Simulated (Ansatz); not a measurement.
Defect migration in anatase TiO2: interstitial Al, charge state +3. The step: a concerted move, in which Al travels most; the atom moves 1.24 Å along (0.25, 0.00, -0.08) of the unit cell; the moving atom starts with neighbours 2 O at 1.82, 2 O at 1.84, O at 1.86 Å and ends with 2 O at 1.85, 4 O at 1.96 Å. DFT values are from Ansatz (plane-wave PAW, 420 eV unless said) in a cell of 108 host sites, spin-restricted, static, with no finite-size correction. The charge state is imposed; whether it is stable for some Fermi level was not computed. Sites that were not tried may lie lower. For the PBE band: the saddle point's order was not checked, and it lies on a symmetry element of the cell, where a band can be held.

```tsv
Level	Forward barrier (eV)	Cost of the band or of the saddle's single point
CHGNet universal potential (has no charge state), its own band	0.78	-
PBE, the Γ point alone, band relaxed	1.07	very roughly 30 core-minutes
PBE, a 2×2×2 k-point mesh shifted by half a step, same geometries	1.03	about 6 core-minutes (a rough figure)
r2SCAN at 500 eV, the Γ point alone, same geometries	___	very roughly 2.0 core-minutes
```

Q: Some entries are withheld; supply them.

A: 
- r2SCAN at 500 eV, the Γ point alone, same geometries, Forward barrier (eV): 1.18

Ansatz is a quantum-chemistry and plane-wave program.
